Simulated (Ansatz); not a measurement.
We consider TaTe (model structure, Pm-3m, No. 221, 2 atoms in the cell), described by PBE in Ansatz (PAW).

Run with plane-wave cutoff 520 eV, 16×16×16 k mesh, Fermi–Dirac smearing 0.05 eV, scalar-relativistic PAW data made under PBE.

Cell (relaxed at this level):

TaTe has the cubic space group Pm-3m (No. 221), the CsCl type structure, Pearson symbol cP2. Lattice parameters: a = b = c = 3.4202 Å, α = β = γ = 90.00°. Ta on 1a has 8 Te at 2.962 Å and 6 Ta at 3.420 Å. Te on 1b has 8 Ta at 2.962 Å and 6 Te at 3.420 Å. (Neighbours: up to the widest gap in distance over summed covalent radii, below 1.35, at either atom; cation-cation and far metal-metal contacts left out.)

Problem. Estimate the bulk modulus B0 that the calculation returns.

Solution. 
- bulk modulus B0 = 145 GPa

The run finds no gap.

Note: the bulk modulus is −V dP/dV from two relaxed cells at ±2 % in volume; the relaxation could raise the start's symmetry but not lower it, so the cell can be a saddle point.

Spin–orbit coupling is not included; it can open a gap where bands touch, and shift volumes and moduli.

Static lattice: no zero-point or thermal effects.

A model structure was made by putting elements into a prototype or built by hand; it is no filed structure, need not be a known phase, and can be a saddle point held by its symmetry.

Ansatz is a quantum-chemistry and plane-wave program.
